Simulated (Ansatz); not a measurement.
Where the default PAW files enter, the runs use the earlier of Ansatz's two default sets.

Tunnelling through a barrier is set by its complex band structure: the current falls as exp(−2κd) with the smallest κ.

```xyz
2
Lattice="4.6416 0.0000 0.0000 0.0000 4.6416 0.0000 2.3208 2.3208 3.2821" Properties=species:S:1:pos:R:3 pbc="T T T"
Ag     0.0000     0.0000     0.0000
I      2.3208     4.6416     1.6410
```

Space group of this cell: F-43m, zinc blende. The cell is taken as given; by PBEsol its mean pressure is -1.6 GPa.

Transport runs along the normal of the first two printed cell vectors, the (001) plane of the conventional cell.

The gap is the functional's own, uncorrected, and κ follows it; spin-orbit coupling is left out. Mid-gap values are interpolated between the computed energies.

Problem. State the band gap and the smallest decay constant κ at mid-gap according to PBEsol in Ansatz (a program for electronic structure).

Solution. Gap 1.20 eV on a 10×10×10 mesh; κ = 0.117 1/Å, at the zone centre.
